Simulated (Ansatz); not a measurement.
What biaxial strain +0.83 %, plane normal [111], relaxed out of plane does to AgCl

Consider AgCl in the rock salt structure (space group Fm-3m, No. 225; a = 5.4475 Å). Axes: x, y, z lie along the cube axes.

Modification: tensile biaxial strain of 0.83 % in the plane normal to [111], as in epitaxy on a mismatched substrate; the out-of-plane cell vector and the atoms relax.

Level of theory: PBEsol/PAW in Ansatz (a quantum-chemistry and plane-wave program), no spin-orbit coupling. k-mesh 10×10×10 (Γ-centred); smearing 0.05 eV (Fermi–Dirac).

Volume per atom: 20.25 Å³ (base 20.21 Å³)
Space group: R-3m (No. 166) (base Fm-3m (No. 225))
Shortest interatomic distance: 5.151 bohr (base 5.147 bohr)
Energy relative to the base (free energy F): +0.2 meV/atom
Pressure (mean of the normal stresses, compression positive): -0.14 GPa (base 0.00 GPa)
Band gap: 0.71 eV (base 0.72 eV)
Gap character: indirect, T → Γ
Smallest direct gap: 3.00 eV (base 3.03 eV)
Electron mass: 0.25 mₑ (at Γ) (base 0.25 mₑ (at Γ))
Valley order (the lowest conduction-band minima on the path, energy above the VBM, named in the base's zone): Γ 0.71 eV; X along [001] 2.12 eV (base Γ 0.72 eV; X along ⟨100⟩ 2.13 eV)
Out-of-plane strain: -1.43 %
Ratio −ε⊥/ε∥: 1.72
Mean in-plane stress (compression positive): -0.2 GPa

Final structure (turned so that z lies along the plane normal):

```
CELL_PARAMETERS angstrom
      3.88392     0.00000     0.00000
      1.94196     3.36358     0.00000
      1.94196    -1.12119     3.10021
ATOMIC_POSITIONS crystal
  Ag 0.00000 0.00000 0.00000
  Cl 0.00000 0.50000 0.50000
```

Effective masses come from finite differences of ±0.01 Å⁻¹. Stability against distortions was not tested. k-point labels follow each cell's own Brillouin zone.
